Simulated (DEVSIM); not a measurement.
InP p-i-n diode

Device: InP p-i-n diode, at 300 K.

```
layer (left to right)  material  thickness (μm)  Nd (cm⁻³)  Na (cm⁻³)  τn (s)  τp (s)
---------------------  --------  --------------  ---------  ---------  ------  ------
1                           InP           0.640          -     2.7e17  2.1e-8  2.1e-8
2                           InP           0.420     7.7e11          -  2.1e-8  2.1e-8
3                           InP           0.560     1.2e17          -  2.1e-8  2.1e-8
```

Left contact: ohmic. Right contact: ohmic. Voltage is applied to the left contact. Recombination: SRH at mid-gap, radiative. Mobility is constant in doping.

The device is made up for the run: typed textbook-type constants, with dimensions and the other settings drawn at random. Values at 300 K.

```
parameter          InP
-------------  -------
gap (eV)         1.344
affinity (eV)     4.38
permittivity      12.5
Nc (cm⁻³)       5.7e17
Nv (cm⁻³)       1.1e19
μn (cm²/Vs)       5200
μp (cm²/Vs)        170
B (cm³/s)      1.2e-10
```

Model (solved in DEVSIM): 1D drift-diffusion, Boltzmann statistics, complete ionisation; no tunnelling, impact ionisation, image-force lowering or self-heating.

```yaml
potential_step_across_the_device_at_zero_bias: 1.208 V
Dark forward voltage at 1 A/cm²: 0.929 V
Dark forward voltage at 100 A/cm²: 1.051 V
```

Small-signal capacitance in reverse bias (quasi-static):

| V (V) | C (nF/cm²) |
|---|---|
| -0.04 | 25.5 |
| -0.1 | 25.3 |
| -0.2 | 25.2 |
| -0.3 | 25.0 |
| -0.4 | 24.8 |
| -0.6 | 24.5 |
| -0.8 | 24.3 |
| -1 | 24.1 |
| -1.3 | 23.8 |
| -1.6 | 23.5 |
| -2 | 23.1 |

Dark reverse current:

| V (V) | J (A/cm²) |
|---|---|
| -0.04 | -1.2e-10 |
| -0.10 | -2.3e-10 |
| -0.20 | -3.7e-10 |
| -0.30 | -4.9e-10 |
| -0.40 | -6.0e-10 |
| -0.60 | -7.8e-10 |
| -0.80 | -9.2e-10 |
| -1.00 | -1.0e-9 |
| -1.30 | -1.2e-9 |
| -1.60 | -1.3e-9 |
| -2.00 | -1.4e-9 |
